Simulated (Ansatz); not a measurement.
# LaAs: As → Ga

Consider LaAs in the rock salt structure (space group Fm-3m, No. 225; a = 6.110 Å; a model cell).

It is then changed as follows: Ga takes the place of As on all its sites, then cell and atoms are relaxed.

The values are results of PBEsol/PAW in Ansatz (an electronic-structure program), no spin-orbit coupling, not measurements. Γ-centred 13×13×13 mesh, Fermi–Dirac width 0.05 eV.

```tsv
quantity	base	changed	shift
density	6.23 g/cm³	5.75 g/cm³	-0.48 g/cm³
lattice parameter a	6.110 Å	6.224 Å	+0.114 Å
space group	Fm-3m (No. 225)	Fm-3m (No. 225)	–
shortest interatomic distance	3.055 Å	3.112 Å	+0.057 Å
band gap	zero	zero	–
```

Final structure:

```
LaGa
1.0
    0.00000     3.11216     3.11216
    3.11216     0.00000     3.11216
    3.11216     3.11216     0.00000
Ga La
1 1
Direct
  0.00000   0.00000   0.00000
  0.50000   0.50000   0.50000
```

Whether these cells are dynamically stable was not tested. As relaxed here, LaGa is a hypothetical phase, not in the database extracts checked. All final runs are without spin polarisation. A zero or small gap of LaAs can be the functional's error rather than a property of the material.
